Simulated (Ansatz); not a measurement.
Here is the system:

```xyz
2
Lattice="0.0000 2.1784 2.1784 2.1784 0.0000 2.1784 2.1784 2.1784 0.0000" Properties=species:S:1:pos:R:3 pbc="T T T"
Si     1.0892     1.0892     1.0892
C      0.0000     0.0000     0.0000
```

These are HSE06, rigid bands (plane waves, PAW, scalar-relativistic; Ansatz, a program for electronic structure) values and carry that method's errors. Cell: cell and atoms relaxed with PBEsol.

Predict the hole conductivity mass (n e² τ/σ) at 300 K, by direction if it differs.

0.64 mₑ.

What conductivity effective mass do dilute electrons have at 300 K?

0.29 mₑ.

And the band gap?

2.23 eV at this level.

Rigid bands, one relaxation time for all states, no polarons. Spin-orbit coupling is left out; where it splits the top of the valence band it changes the hole mass and lowers the gap by about a third of the splitting. Geometry: cell and atoms relaxed with PBEsol.
